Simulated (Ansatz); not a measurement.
## Si under load (space group P6_3/mmc): band-edge transport data

Here is the system:

```
CELL_PARAMETERS angstrom
      3.81384     0.00000     0.00000
     -1.90692     3.30288     0.00000
      0.00000     0.00000     6.44200
ATOMIC_POSITIONS crystal
  Si 0.33333 0.66667 0.00178
  Si 0.66667 0.33333 0.50178
  Si 0.33333 0.66667 0.37322
  Si 0.66667 0.33333 0.87322
```

Method: r2SCAN with spin-orbit coupling, rigid bands (plane waves, PAW; Ansatz, a first-principles code). Condition of this run: uniaxial stress along c of -3.6 GPa (compression positive) (the target of the relaxation). Geometry: cell and atoms relaxed with PBEsol, then loaded as said.

```
Item                                                                                                                                                              Result
---------------------------------------------------------------------------------------------------------------------------------------  -------------------------------
band gap                                                                                                                                                         0.67 eV
electron conductivity mass (300 K, dilute)                                                                                               0.20 (x), 0.20 (y), 1.03 (z) mₑ
hole conductivity mass (300 K, dilute)                                                                                                   0.37 (x), 0.37 (y), 0.60 (z) mₑ
effective density of states N_c (300 K)                                                                                                                      3.0e19 cm⁻³
effective density of states N_v (300 K)                                                                                                                      7.9e18 cm⁻³
density-of-states mass, electrons                                                                                                                                1.14 mₑ
density-of-states mass, holes                                                                                                                                    0.46 mₑ
Seebeck coefficient, n-type 1e19 cm⁻³, 300 K                                                                                                                   -344 μV/K
best n-type power factor at 300 K for τ = 10 fs (best axis; densities from 1e16 to 1e21 cm⁻³ tried, whether or not they can be reached)       52 μW/(cm·K²) at 3e20 cm⁻³
Seebeck coefficient, p-type 1e19 cm⁻³, 300 K                                                                                                                    240 μV/K
best p-type power factor at 300 K for τ = 10 fs (best axis; densities from 1e16 to 1e21 cm⁻³ tried, whether or not they can be reached)      5.9 μW/(cm·K²) at 3e19 cm⁻³
```

Rigid bands; masses and Seebeck coefficients take one relaxation time τ for all states and one kind of carrier; polarons and phonon drag are left out. Geometry: cell and atoms relaxed with PBEsol.
